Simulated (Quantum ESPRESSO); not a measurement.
## Several settings converged on V (Im-3m, 1 atom in the cell)

```
CELL_PARAMETERS angstrom
     -1.50743     1.50743     1.50743
      1.50743    -1.50743     1.50743
      1.50743     1.50743    -1.50743
ATOMIC_POSITIONS crystal
  V  0.00000 0.00000 0.00000
```

Base method: PBE, PSlibrary ultrasoft (PBE, semicore) pseudopotentials (plane waves; Quantum ESPRESSO).

Base settings: ecutwfc = 55 Ry; ecutrho = 660 Ry; occupations = smearing; smearing = gauss; degauss = 0.0073499 Ry; potentials = {V: V.pbe-spn-rrkjus_psl.1.0.0.UPF}; K_POINTS = automatic 5 5 5 0 0 0; conv_thr = 1e-11 Ry.

The count of work is k-points × plane waves × bands × iterations; it is no time. 

**The cutoff for other potential files**

Level: DFT, PBE, plane waves, PSlibrary PAW (PBE, semicore) pseudopotentials.

In this ladder: pseudopotentials = {V: V.pbe-spn-kjpaw_psl.1.0.0.UPF}. Moved along: ecutrho.

The second cell is the first with its lattice scaled by 0.98.

The mesh stays at the base's, so the ladder's end is converged at best in this setting alone.

Only quantities that move along the ladder and can be compared are tabulated.

```csv
ecutwfc,free energy less the last step's (meV/atom),energy of the compressed cell less the first (meV/atom),pressure (GPa),count of work / last
25 Ry,15355.56,-171.24,-703.34,0.078
30 Ry,4143.08,268.47,-248.16,0.092
38 Ry,472.55,-0.37,-39.38,0.14
47 Ry,84.26,30.48,-1.75,0.24
55 Ry,69.62,29.88,-1.21,0.32
66 Ry,29.91,30.06,-1.93,0.48
82 Ry,4.93,29.44,-0.36,0.54
110 Ry,0.00,29.49,-0.42,1.0
```

Coarsest ecutwfc that holds the pressure within 0.5 GPa of the last step, with all finer ones: 82 Ry; the step before is off by 1.5 GPa.

Coarsest ecutwfc that holds the energy of the compressed cell less the first within 2 meV/atom of the last step, with all finer ones: 47 Ry, at 0.24 of the last step's count of work; the step before is off by 30 meV/atom.

Coarsest ecutwfc that holds the free energy within 2 meV/atom: not settled: the last two steps still differ by 4.9 meV/atom, over half the tolerance, so the ladder does not show it.

At the lowest cutoff the pressure lies 703 GPa under the last step's, the usual sign of Pulay stress in an incomplete plane-wave basis.

**The density cutoff**

The second cell is the first with its lattice scaled by 0.98.

The mesh stays at the base's, so the ladder's end is converged at best in this setting alone.

Only quantities that move along the ladder and can be compared are tabulated.

| ecutrho | free energy less the last step's (meV/atom) | energy of the compressed cell less the first (meV/atom) | pressure (GPa) |
|---|---|---|---|
| 110 Ry | -106.42 | 34.28 | 1.20 |
| 165 Ry | -20.49 | 30.93 | 0.29 |
| 220 Ry | -1.17 | 30.37 | -0.98 |
| 275 Ry | -0.09 | 30.40 | -1.11 |
| 330 Ry | -0.19 | 30.41 | -1.11 |
| 440 Ry | -0.02 | 30.40 | -1.11 |
| 550 Ry | -0.04 | 30.40 | -1.11 |
| 660 Ry | -0.01 | 30.40 | -1.11 |
| 880 Ry | 0.00 | 30.40 | -1.11 |

Coarsest ecutrho that holds the free energy within 1 meV/atom of the last step, with all finer ones: 275 Ry; the step before is off by 1.2 meV/atom.

Coarsest ecutrho that holds the energy of the compressed cell less the first within 1 meV/atom of the last step, with all finer ones: 165 Ry; the step before is off by 3.9 meV/atom.

Coarsest ecutrho that holds the pressure within 1 GPa of the last step, with all finer ones: 220 Ry; the step before is off by 1.4 GPa.

The energy difference between the two cells stays within 1 meV/atom of the last step's from 165 Ry on, the total only from 275 Ry on: much of the error is common to both cells and cancels.

On the base run: the starting cell has typed, rounded lattice constants, without a prior relaxation at this level. Its lattice was rescaled by up to half a per cent. Spin polarisation is off. Without a gap this mesh is coarse (it stands for a supercell whose shortest vector is 13 Å).
